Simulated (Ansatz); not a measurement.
Where the default PAW files enter, the runs use the earlier of Ansatz's two default sets.

Evanescent states of CsCl (Pm-3m, CsCl type, 2 atoms a cell, 35.6 Å³ an atom) along the normal of (001)

These are r2SCAN (plane waves, PAW; Ansatz, a program for electronic structure) values and carry that method's errors.

The gap is the functional's own, uncorrected, and κ follows it; spin-orbit coupling is left out. Mid-gap values are interpolated between the computed energies.

Energies count from the valence-band top; κ is the least over a 8×8 mesh across the current.

| E (eV) | κ (1/Å) | where |
|---|---|---|
| 0.14 | 0.146 | Γ |
| 0.41 | 0.239 | Γ |
| 0.68 | 0.292 | Γ |
| 0.94 | 0.329 | Γ |
| 1.22 | 0.355 | Γ |
| 1.49 | ? | Γ |
| 1.75 | ? | Γ |
| 2.02 | ? | Γ |
| 2.29 | ? | Γ |
| 2.56 | ? | Γ |
| 2.83 | ? | Γ |
| 3.10 | ? | Γ |
| 3.38 | ? | Γ |
| 3.65 | ? | Γ |
| 3.92 | ? | Γ |
| 4.18 | ? | Γ |
| 4.46 | ? | Γ |
| 4.72 | 0.306 | Γ |
| 5.00 | 0.274 | Γ |
| 5.26 | 0.234 | Γ |
| 5.54 | 0.183 | Γ |
| 5.80 | 0.101 | Γ |

### Question
Some entries are withheld; supply them.

### Answer

- 1.49, κ (1/Å): 0.374
- 1.75, κ (1/Å): 0.388
- 2.02, κ (1/Å): 0.397
- 2.29, κ (1/Å): 0.402
- 2.56, κ (1/Å): 0.405
- 2.83, κ (1/Å): 0.404
- 3.10, κ (1/Å): 0.400
- 3.38, κ (1/Å): 0.393
- 3.65, κ (1/Å): 0.383
- 3.92, κ (1/Å): 0.370
- 4.18, κ (1/Å): 0.353
- 4.46, κ (1/Å): 0.332
